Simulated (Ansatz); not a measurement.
Symmetric slabs, relaxed from ideal cuts in 1x1 cells, of halides: surface energy (J/m²) by functional, in Ansatz (plane waves, PAW). All structures are PBE's; the other columns are single points with references at the same level. No spin-orbit coupling, Hubbard U or dispersion. HSE06 ran on coarser k-meshes, which may carry part of its shift.

```csv
system,PBE,LDA,PBEsol,RPBE,r2SCAN,HSE06
"fluorite (110) (cut with Ca + 2 F on top), ideal cut with outer spacing 1.95 Å",0.59,0.79,0.65,___,0.74,0.64
"rutile-type MgF2 (110) (cut with F on top), ideal cut with outer spacing 1.31 Å",0.57,–,0.65,0.44,___,0.63
"rutile-type MgF2 (001) (cut with 2 F + Mg on top), ideal cut with outer spacing 1.55 Å",0.92,1.17,1.00,0.78,1.12,0.99
"rutile-type MgF2 (100) (cut with F on top), ideal cut with outer spacing 0.92 Å",0.65,0.92,0.74,0.49,0.87,0.71
"fluorite (111) (cut with F on top), ideal cut with outer spacing 0.80 Å",0.37,___,0.46,___,0.52,0.43
```

What belongs in the gaps?


- fluorite (110) (cut with Ca + 2 F on top), ideal cut with outer spacing 1.95 Å, RPBE: 0.47
- rutile-type MgF2 (110) (cut with F on top), ideal cut with outer spacing 1.31 Å, r2SCAN: 0.76
- fluorite (111) (cut with F on top), ideal cut with outer spacing 0.80 Å, LDA: 0.63
- fluorite (111) (cut with F on top), ideal cut with outer spacing 0.80 Å, RPBE: 0.23

The rows are a random draw from the class, without slabs that broke up, higher cuts of a face and adsorbates that left their site. Mean shift from PBE over these rows: LDA 0.24 J/m² (from 0.20 to 0.27, 4 rows); PBEsol 0.08 J/m² (from 0.06 to 0.09, 5 rows); RPBE -0.14 J/m² (from -0.16 to -0.12, 5 rows); r2SCAN 0.18 J/m² (from 0.15 to 0.22, 5 rows); HSE06 0.06 J/m² (from 0.06 to 0.07, 5 rows).

Ansatz is a program for electronic structure.
